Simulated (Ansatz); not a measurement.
Fermi-surface data of Zr (P6_3/mmc)

Here is the system:

```
Zr
1.0
    3.18876     0.00000     0.00000
   -1.59438     2.76155     0.00000
    0.00000     0.00000     5.10813
Zr
2
Direct
  0.33333   0.66667   0.25000
  0.66667   0.33333   0.75000
```

Level of theory: PBEsol, rigid bands (plane waves, PAW, scalar-relativistic; Ansatz, a quantum-chemistry and plane-wave program). How the cell was made: cell and atoms relaxed with PBEsol.

| Property | Result |
|---|---|
| density of states at the Fermi level | 2.00 states/(eV·cell), both spins |
| bare Sommerfeld coefficient | 2.4 mJ/(mol of atoms·K²) |
| Drude plasma energy | 4.0 (x), 4.0 (y), 4.5 (z) eV |
| root-mean-square Fermi velocity | 3.9e5 m/s |
| resistivity times τ | 30 (x), 30 (y), 25 (z) ×10⁻²² Ω·m·s |

A metal at this level (no band gap); rigid bands, thermally averaged at 300 K, both spins. Spin-orbit coupling is left out. τ is one relaxation time for all states.
